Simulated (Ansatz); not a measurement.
The starting structures come from a database of crystals and need not be the phases stable at ambient conditions.

 Where the default PAW files enter, the runs use the earlier of Ansatz's two default sets.

The decay constant κ of evanescent states in the gap governs leakage through a thin film.

Here is the system:

```
NbNO
1.0
    5.24459     0.00000     0.00000
   -0.83946     7.09916     0.00000
    0.83946    -3.45811     3.54840
Nb N O
4 4 4
Cartesian
  1.71638   0.63559   2.64391
  3.52821   3.00546   0.90449
  0.90591   4.47994   2.34145
  4.33868  -0.83889   1.20695
 -0.33796   4.63453   0.67267
  5.58255  -0.99348   2.87573
  2.96026  -1.02865   2.84145
  2.28433   4.66970   0.70695
  3.46306   0.96400   1.36482
  1.78153   2.67705   2.18358
  4.40383   3.20973   2.70271
  0.84076   0.43132   0.84569
```

Space group of this cell: P2_1/c. The cell is taken as given; by PBEsol its mean pressure is -10.9 GPa.

Transport runs along the normal of the first two printed cell vectors.

The gap is the functional's own. No spin-orbit coupling. Mid-gap values are interpolated on the energy grid.

Question: Estimate the band gap and the smallest decay constant κ at mid-gap that Ansatz (a first-principles code) with PBEsol returns for this system.

Answer: Gap 1.56 eV on a 6×8×8 mesh; κ = 0.273 1/Å, at (-0.333, 0.250) of the in-plane reciprocal vectors. At the zone centre, at the nearest computed energy, the slowest state has κ = 0.28 1/Å.
